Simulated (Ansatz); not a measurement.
An Ansatz (an electronic-structure program) run: Mo with a change (uniaxial strain ε_zz = +2.00 %); Ansatz, r2SCAN, PAW, cutoff 500 eV, scalar-relativistic without spin-orbit coupling.

Input:

Ansatz 0.2 input:
```yaml
crystal:
  lattice:
    - [-1.5754762785, 1.5754762785, 1.606985804]
    - [1.5754762785, -1.5754762785, 1.606985804]
    - [1.5754762785, 1.5754762785, -1.606985804]
  atoms:
    - { symbol: Mo, position: [0, 0, 0] }
basis: { ecutwfc: 500, ecutrho_ratio: 4, xc_grid: 4, fft_grid_basis: typed }
kpoints: { mp_grid: { grid: [29, 29, 29] } }
hamiltonian:
  xc: r2scan
  dispersion: none
  pseudopotentials: { kind: paw }
scf: { occupations: { method: fermi_dirac, width: 0.1 }, convergence: { dr2_threshold: 0.0000000001 } }
relax: { f_tol: 0.005, max_steps: 50 }
output: { forces: true, stress: true }
checkpoint: { write: state.ck, write_every: 1000 }
```

Output (explanatory and most iteration lines left out):

```
Relaxation: its limit of steps is 50 (relax.max_steps)
Pseudopotential: Mo, paw, valence charge 14
Crystal: 1 atoms, lattice volume = 15.955 Å³
Basis set: ecut = 500 eV, 381 PW (Γ), exchange–correlation on 96×96×96 points (64 copies of the dense FFT grid, shifted against one another)
Bands: 11, of which v1, the nominal top of the filled ones, is band 7 counted from 1 (6 counted from 0)
Symmetry: 16 space group operations
Space group: I4/mmm (ITA 139), of the structure as read, at distance tolerance 2.5e-5 Å
k-points: 1800 of 24389
Functional: x = r2scan, c = r2scan; τ floored in thin density (d = 2e-4 eV/Å³)
SCF iter   1: F=—  HF=-4967.597364 eV  |F-HF|=—  |Δ(HF+E_count)|=         —  Δρ=9.65e-3  dr2=1.16e-2  dr2_τ=2.01e-2  ethr=1.77e-3  ⟨swp⟩=5.0  Hψ=121431  notcnv=0
SCF iter   2: F=—  HF=-4967.596697 eV  |F-HF|=—  |Δ(HF+E_count)|=   6.67e-4  Δρ=3.24e-3  dr2=3.03e-4  dr2_τ=4.88e-4  ethr=8.29e-5  ⟨swp⟩=2.7  Hψ=49171  notcnv=0
SCF 1 converged in 7 iterations: F = -4967.597032 eV  dr2 = 3.78e-12
relax step   1: F+E_penalty+E_count = -4967.59703240 eV  Δ(F+E_penalty+E_count) = +0.000e0 eV  max|allowed force component| = 0.000e0 eV/Å  Δτ_max = 0.0000 Å  (7 SCF iters, accepted)
Crystal: 1 atoms, lattice volume = 15.955 Å³
SCF iter   1: F=—  HF=-4967.597032 eV  |F-HF|=—  |Δ(HF+E_count)|=         —  Δρ=2.18e-7  dr2=3.78e-12  dr2_τ=6.83e-13  ethr=1.00e-12  ⟨swp⟩=1.4  Hψ=128282  notcnv=0
SCF iter   2: F=-4967.597032 eV  HF=-4967.597032 eV  |F-HF|=1.82e-12  |Δ(HF+E_count)|=  2.73e-12  Δρ=8.21e-8  dr2=4.59e-13  dr2_τ=3.78e-14  ethr=1.00e-12  ⟨swp⟩=3.0  Hψ=51334  notcnv=0
SCF 2 converged in 2 iterations: F = -4967.597032 eV  dr2 = 4.59e-13
SCF converged after 2 iterations
Free energy (F): -4967.597032 eV
Internal energy: -4967.577042 eV  (E = F + TS)
E sigma→0 (E₀):  -4967.587037 eV
Entropy (-TS):   -0.019991 eV (-19.991 meV/atom)
Fermi energy:    20.558218 eV
--- Forces (eV/Å), atoms counted from 1 ---
  atom   1  Mo     0.00000000     0.00000000     0.00000000
--- Stress (GPa, compression-positive) ---
       -3.071398       0.000000       0.000000
        0.000000      -3.071398       0.000000
        0.000000       0.000000      -9.199583
  P = ⅓ Tr σ = -5.1141 GPa (-51.141 kbar)
--- Relaxed structure (1 steps of the walk, 1 accepted, 0 SCFs on fresh bases) ---
  atoms:
    - { symbol: Mo, position: [0.0, 0.0, 0.0] }
```

No phonon test of stability was made. The final runs are not spin-polarised. The cell was made from Mo in the bcc (W type) structure (space group Im-3m, No. 229) by this change: uniaxial strain ε_zz = +2.00 %.
